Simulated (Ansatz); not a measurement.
Structures of equal composition on the (111) surface of fcc Ni, ferromagnetic: a pseudomorphic layer of Pt in the host's stacking; a pseudomorphic layer of Pt in the other hollow. The slabs share one bottom face, and each structure is named by its start. These are constructed structures in small cells; real faces may alloy, dewet or reconstruct in larger ones, and not all known structures of the face are among them. Slabs of about 10 Å with all that they carry, Fermi-Dirac smearing of 0.1 eV. Bottom of the slabs: a bare face, its two planes held. Relaxed from the named starts with such symmetry as they have, on meshes of like density; energies extrapolated to zero smearing; no spin-orbit coupling, no U. Spin-polarised runs, if any, are marked in brackets, and their order is one that fits the cell; the others ran without spin. Where a second, spin-polarised start was run, the lower counts.

These are PBE (plane waves to 420 eV, PAW; Ansatz, an electronic-structure program) values and carry that method's errors.

### Question
Put the candidates in order of energy per 1x1 cell, lowest first, for PBE.

### Answer
a pseudomorphic layer of Pt in the host's stacking (0.000 eV [spin, 4.1 μB a cell]), a pseudomorphic layer of Pt in the other hollow (0.022 eV [spin, 4.1 μB a cell])
